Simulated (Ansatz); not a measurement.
Defect: Si-vacancy pair (Si on one host Ga site, one Ga site vacant) in wurtzite GaN, charge state -2. The step: a nearby Ga atom hops onto the vacant site (Si-vacancy distance between ideal sites 3.21 Å throughout); the atom moves 3.10 Å along (0.97, 0.96, 0.00) of the unit cell; the moving atom starts with neighbours N at 1.91, 2 N at 1.97, N at 2.00 Å and ends with N at 1.91, 2 N at 1.97, N at 2.00 Å. A PBE band in Ansatz (plane-wave PAW, one k-point at (0.125, 0.250, 0.250), 72 host sites, 22 SCF runs with any check of the saddle's order, static, no finite-size correction) gives a forward barrier of 2.07 eV. The saddle point's order was not checked, and it lies on a symmetry element of the cell, where a band can be held. The charge state is imposed; whether it is stable for some Fermi level was not computed. Forms of the defect that were not tried may lie lower. The start lies 0.12 eV above the lowest site run (PBE).

Single points at the band's start and saddle point can refine it. Rough cost of one point, in units of the band's mean SCF on the same machine:

```csv
Level,Cost of one point
"PBE, a 2×2×2 k-point mesh shifted by half a step along c",about 5
"r2SCAN at 500 eV, one k-point at (0.125, 0.250, 0.250)",about 2
```

### Question
Which of these move the barrier by more than 0.1 eV, and how far does each move it?

### Answer
PBE, a 2×2×2 k-point mesh shifted by half a step along c: +0.05 eV; r2SCAN at 500 eV, one k-point at (0.125, 0.250, 0.250): +0.29 eV. Each functional is compared with PBE at the same k-points.

Ansatz is a quantum-chemistry and plane-wave program.
